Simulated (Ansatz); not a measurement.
Consider the following.

```yaml
crystal:
  lattice:
    - [4.80844, 0.00000, 0.00000]
    - [0.00000, 4.80844, 0.00000]
    - [0.00000, 0.00000, 3.27344]
  atoms:
    - { symbol: Sn, position: [0.00000, 0.00000, 0.00000] }
    - { symbol: Sn, position: [0.50000, 0.50000, 0.50000] }
    - { symbol: O, position: [0.30686, 0.30686, 0.00000] }
    - { symbol: O, position: [0.80686, 0.19314, 0.50000] }
    - { symbol: O, position: [0.19314, 0.80686, 0.50000] }
    - { symbol: O, position: [0.69314, 0.69314, 0.00000] }
```

No spin polarisation.

The values are results of DFT with PBE, PAW potentials and a 420 eV plane-wave cutoff in Ansatz (a first-principles code), no spin-orbit coupling, earlier PAW set, not measurements. Γ-centred 7×7×10 mesh, Fermi–Dirac width 0.05 eV.

### Question
Predict the band gap, hole mass, valence-band top at Γ and width of the top valence band.

### Answer
The band gap is 0.60 eV and the hole mass comes out as 1.8 mₑ along z, 1.3 mₑ across (at Γ). The valence-band top at Γ (three highest levels, from the VBM) is 0.00, -0.71, -0.71 eV. The width of the top valence band comes out as 1.17 eV.

Load acts through the strain it causes; cell and atoms are relaxed under it. Masses are band curvatures over ±0.01 Å⁻¹ around the edge. Beyond what the load breaks, stability against distortions was not tested. The cell was made from SnO2 in the rutile structure (space group P4_2/mnm, No. 136) by this change: uniaxial stress, 3 GPa tension along z.
